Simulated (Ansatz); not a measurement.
Abridged Ansatz (a program for electronic structure) output:

```
Relaxation: its limit of steps is 50 (relax.max_steps)
Pseudopotential: Zr, paw, valence charge 12
Crystal: 2 atoms, lattice volume = 42.610 Å³
Basis set: ecut = 420 eV, 809 PW (Γ), exchange–correlation on 48×48×72 points (8 copies of the dense FFT grid, shifted against one another)
Bands: 16, of which v1, the nominal top of the filled ones, is band 12 counted from 1 (11 counted from 0)
Symmetry: 24 space group operations
k-points: 336 of 5292
Functional: x = slater, c = lda
SCF iter   1: F=—  HF=-8154.952300 eV  |F-HF|=—  |Δ(HF+E_count)|=         —  Δρ=5.61e-3  dr2=4.05e-3  ethr=1.77e-3  ⟨swp⟩=4.9  Hψ=22918  notcnv=0
SCF iter   2: F=—  HF=-8154.951462 eV  |F-HF|=—  |Δ(HF+E_count)|=   8.37e-4  Δρ=3.21e-3  dr2=1.44e-3  ethr=1.69e-5  ⟨swp⟩=2.0  Hψ=10461  notcnv=0
SCF 1 converged in 6 iterations: F = -8154.951532 eV  dr2 = 1.61e-8
relax step   1: F+E_penalty+E_count = -8154.95153235 eV  Δ(F+E_penalty+E_count) = +0.000e0 eV  max|allowed force component| = 1.110e-16 eV/Å  Δτ_max = 0.0000 Å  P = +2.227 GPa  Ω = 42.610 Å³  fix = [a, b, gamma]  reactions: a +2.710, b +2.710 GPa  (6 SCF iters, dr2 threshold 1.00e-7 eV, accepted)
[... steps on the carried basis left out ...]
relax step   4: F+E_penalty+E_count = -8154.95271623 eV  Δ(F+E_penalty+E_count) = -8.710e-7 eV  max|allowed force component| = 1.850e-17 eV/Å  Δτ_max = 0.0000 Å  P = +1.366 GPa  Ω = 42.922 Å³  energy of the carried Pulay correction = -3.417e-5 eV  fix = [a, b, gamma]  reactions: a +2.049, b +2.049 GPa  (3 SCF iters, dr2 threshold 1.00e-9 eV, accepted)
Crystal: 2 atoms, lattice volume = 42.922 Å³
SCF iter   1: F=—  HF=-8154.952752 eV  |F-HF|=—  |Δ(HF+E_count)|=         —  Δρ=2.05e-5  dr2=6.03e-9  ethr=6.95e-8  ⟨swp⟩=3.7  Hψ=39908  notcnv=0
SCF iter   2: F=—  HF=-8154.952752 eV  |F-HF|=—  |Δ(HF+E_count)|=   1.11e-7  Δρ=1.04e-5  dr2=1.61e-9  ethr=2.51e-11  ⟨swp⟩=1.9  Hψ=7371  notcnv=0
SCF 5 converged in 4 iterations: F = -8154.952752 eV  dr2 = 4.99e-13
SCF converged after 4 iterations
Free energy (F): -8154.952752 eV
Internal energy: -8154.881334 eV  (E = F + TS)
E sigma→0 (E₀):  -8154.917043 eV
Entropy (-TS):   -0.071419 eV (-35.709 meV/atom)
Fermi energy:    15.040960 eV
--- Forces (eV/Å), atoms counted from 1 ---
  atom   1  Zr     0.00000000     0.00000000     0.00000000
  atom   2  Zr     0.00000000    -0.00000000     0.00000000
--- Stress (GPa, compression-positive) ---
        2.049390       0.000000       0.000000
       -0.000000       2.049390       0.000000
        0.000000       0.000000       0.002669
  P = ⅓ Tr σ = 1.3671 GPa (13.671 kbar)
--- Relaxed structure (4 steps of the walk, 4 accepted, 1 SCFs on fresh bases) ---
  cell:  # Å, volume = 42.9220 Å³
    - [3.0966168243903605, -6.478552023175263e-99, 0.0]
    - [1.5483084121951802, 2.681748835708348, 0.0]
    - [0.0, 0.0, 5.168622036618025]
  atoms:
    - { symbol: Zr, position: [0.6666666666666667, 0.6666666666666666, 0.75] }
    - { symbol: Zr, position: [0.33333333333333337, 0.3333333333333333, 0.24999999999999997] }
```

What was computed, and what are the main results?

Zr, 2 atoms in the cell, with DFT with LDA, PAW potentials and a 420 eV plane-wave cutoff in Ansatz, no spin-orbit coupling. The last SCF converged to F = -8154.952752 eV, or -4077.4764 eV per atom, at a pressure of 1.37 GPa. The total energy compares only with runs of the same code, potentials and settings.

The cells carry an imposed strain or load. No phonon test of stability was made. All final runs are without spin polarisation. The cell was made from Zr in the hcp (Mg type) structure (space group P6_3/mmc, No. 194) by this change: biaxial strain −1.50 %, plane normal [001], relaxed out of plane.

Keys are those of Ansatz 0.2.
